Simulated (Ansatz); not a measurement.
Functionals compared on a constructed model of the (0001) surface of hcp Ru, a pseudomorphic layer of Re in the host's stacking (bottom of the slab: a bare face, its two planes held), in Ansatz (plane waves, PAW). The structure was relaxed with PBE; the other rows are single points on it. Cutoff 420 eV (500 eV for r2SCAN).

Slab: 7 atoms, 13.4 Å thick at the start with caps and adatoms (thin: gaps and levels are the slab's own); k 16x16x1, smearing 0.1 eV, dipole-corrected; 2 atoms held, the rest relaxed; symmetry of the start imposed; no spin, no spin-orbit, no U. In PBE it is, or lies within 0.01 eV a 1x1 cell of, the lowest of the 2 structures of its composition computed so far; subsurface sites and larger cells were not tried. These notes are the PBE run's.

```tsv
functional	work function of the top face (eV)	rough cost of the single point
PBE	5.24	–
RPBE	[?]	around 30 core-seconds (rough)
r2SCAN	5.31	about 70 core-seconds (a rough figure)
```

Fill in the missing entries.


- RPBE, work function of the top face (eV): 5.09

Ansatz is a program for electronic structure.
